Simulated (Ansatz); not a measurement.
Base system: VO2 in the rutile structure (space group P4_2/mnm, No. 136; a = 4.584 Å, c = 2.839 Å; ferromagnetic). Axes: x, y, z lie along a, b, c of the conventional cell.

Calculations: Ansatz (a quantum-chemistry and plane-wave program), PBE, PAW, cutoff 420 eV, without spin-orbit coupling.

Before the change:

Magnetic state: ferromagnetic
Pressure: 0.0 GPa
Shortest interatomic distance: 3.632 bohr
Largest site moment: 0.83 μB

It is then changed as follows: biaxial strain +2.96 %, plane normal [001], relaxed out of plane (Cartesian); in-plane vectors clamped, the third vector and the atoms free.

What does the calculation give for the magnetic state, pressure, shortest interatomic distance and largest site moment after the change?

The magnetic state is still ferromagnetic; the pressure (mean of the normal stresses, compression positive) goes from zero to -7.0 GPa; the shortest interatomic distance is nearly the same (3.632 bohr against 3.631 bohr); the largest site moment stays 0.83 μB.

The magnetic state is the one reached from the starting moments; the real material's order can differ, and small cells can't hold many antiferromagnetic ones. No phonon test of stability was made. No Hubbard U is applied, and correlation can decide whether such a compound is a metal.
